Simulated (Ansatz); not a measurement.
Defect migration in 2H silicon carbide: N-vacancy pair (N on one host C site, one C site vacant), charge state +1. Level of theory: PBE, PAW (plane waves to 420 eV; Ansatz, an electronic-structure program).

72-site cell at the relaxed PBE lattice, the Γ point alone, smearing 0.01 eV, spin-restricted, no finite-size correction. Energies are static. The host's phase is taken as given; its stability against other phases was not computed. The charge state is imposed; whether it is stable for some Fermi level was not computed. Forms of the defect that were not tried may lie lower. The order of the sites in energy changes with the mesh.

Barriers: single points on a 2×2×2 k-point mesh shifted by half a step along c at the bands' geometries (they differ from the bands' own by up to 0.62 eV, and are uncertain by about as much).

A. a nearby C atom hops onto the vacant site (N-vacancy distance between ideal sites 3.09 → 5.36 Å); the atom moves 3.06 Å along (0.98, 1.00, -0.01) of the unit cell; the moving atom starts with neighbours Si at 1.88, Si at 1.92, Si at 1.94, Si at 1.96 Å and ends with Si at 1.88, 3 Si at 1.91 Å; saddle order not checked.
B. a nearby C atom hops onto the vacant site (N-vacancy distance between ideal sites 3.09 Å throughout); the atom moves 2.89 Å along (-0.94, -0.94, 0.00) of the unit cell; the moving atom starts with neighbours Si at 1.87, Si at 1.93, Si at 1.95, Si at 1.98 Å and ends with Si at 1.87, Si at 1.93, Si at 1.95, Si at 1.98 Å; saddle order not checked.

**Question.** Put the candidates in order of forward barrier, lowest first, for PBE, PAW.

**Answer.** B (2.53 eV), A (3.47 eV)
